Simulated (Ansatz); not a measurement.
A calculation on L1₀ (CuAu-type) FePt returned lattice constant a 2.748 Å, lattice parameter c 3.750 Å, formation enthalpy -0.531 eV/atom, magnetic moment 3.52 μB.

For reference: lattice constant a 2.727 Å (measured, room temperature, not corrected to a static lattice, P4/mmm two-atom cell, a_fct/√2; as tabulated in Sawada et al. (2023), arXiv:2212.12065); lattice parameter c 3.726 Å (measured, room temperature, no zero-point or thermal correction, 0.1 GPa; as tabulated in Sawada et al. (2023), arXiv:2212.12065); formation enthalpy -0.238 ± 0.02 eV/atom (measured, 298 K, copied from a table, unchecked, not corrected to a static lattice; as tabulated in Wang et al. (2021), doi:10.1038/s41598-021-94550-5).

**Question.** Which level of theory produced these numbers?
A. revPBE (Ansatz, a program for electronic structure)
B. LDA (Ansatz)
C. r²SCAN+rVV10 (Ansatz)
D. HSE06 (Ansatz)

**Answer.** D, HSE06 (Ansatz)

The others give: LDA 2.661 Å, 3.679 Å, -0.157 eV/atom, 2.75 μB; revPBE 2.747 Å, 3.785 Å, -0.254 eV/atom, 3.04 μB; r²SCAN+rVV10 2.721 Å, 3.714 Å, -0.334 eV/atom, 3.27 μB.

Unless a cell is named, each level is at its own relaxed cell (HSE06 14.16, LDA 13.02, r²SCAN+rVV10 13.75, revPBE 14.28 Å³/atom).

Spin-polarised runs: LDA (parallel moments), revPBE (parallel moments), r²SCAN+rVV10 (parallel moments), HSE06 (parallel moments).

Ansatz's density-functional and Hartree–Fock values are scalar-relativistic unless marked +SOC, with PAW data made under PBE.
